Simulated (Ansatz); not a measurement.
The reference is CdS in the wurtzite structure (space group P6_3mc, No. 186).

```
CELL_PARAMETERS angstrom
      4.19625     0.00000     0.00000
     -2.09812     3.63406     0.00000
      0.00000     0.00000     6.82952
ATOMIC_POSITIONS crystal
  Cd 0.66667 0.33333 0.49977
  Cd 0.33333 0.66667 0.99977
  S  0.66667 0.33333 0.12323
  S  0.33333 0.66667 0.62323
```

Cartesian axes are those of the cell as printed.

The values are results of Kohn–Sham DFT with the PBE functional, run in Ansatz (a quantum-chemistry and plane-wave program) with PAW and 420 eV plane waves, no spin-orbit coupling, not measurements.

Perturbation: the cell is stretched by 2.40 % along z with no lateral relaxation; the atoms relax in the strained cell.

**Question.** Predict the stress tensor and what it implies for the stiffness.

**Answer.** Stress of the strained cell less that of the base (GPa, compression positive):
```
  -0.81    0.00    0.00
   0.00   -0.81    0.00
   0.00    0.00   -2.01
```

Then −Δσ_ii/ε with ε = 0.0240 gives secant stiffness values (nonlinear terms included at this strain): C33 ≈ 84 GPa, C13 ≈ 34 GPa and C23 ≈ 34 GPa.

No phonon test of stability was made.
